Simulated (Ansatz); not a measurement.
The starting structures come from a database of crystals and need not be the phases stable at ambient conditions.

 Where the default PAW files enter, the runs use the earlier of Ansatz's two default sets.

Tunnelling through a barrier is set by its complex band structure: the current falls as exp(−2κd) with the smallest κ.

Data:

```
BaTiO3
1.0
    4.06300     0.00000     0.00000
    0.00000     5.83969     0.00000
    0.00000     2.91985     2.87534
Ba Ti O
1 1 3
Direct
  0.00000   0.99659   0.00682
  0.50000   0.48150   0.03700
  0.50000   0.02157   0.46978
  0.50000   0.50865   0.46978
  0.00000   0.51180   0.97640
```

Space group of this cell: Amm2. The cell is strained (lengths across the current scaled by 1.02, ions clamped); by r2SCAN its mean pressure is -7.9 GPa.

Transport runs along the normal of the first two printed cell vectors.

No gap correction and no spin-orbit coupling; mid-gap values are interpolated between computed energies.

Q: Compute, with r2SCAN run with Ansatz (a first-principles code), the band gap and the smallest decay constant κ at mid-gap.

A: Gap 2.46 eV on a 8×10×10 mesh; κ = 0.342 1/Å, at (0.000, 0.167) of the in-plane reciprocal vectors. At the zone centre, at the nearest computed energy, the slowest state has κ = 0.36 1/Å.
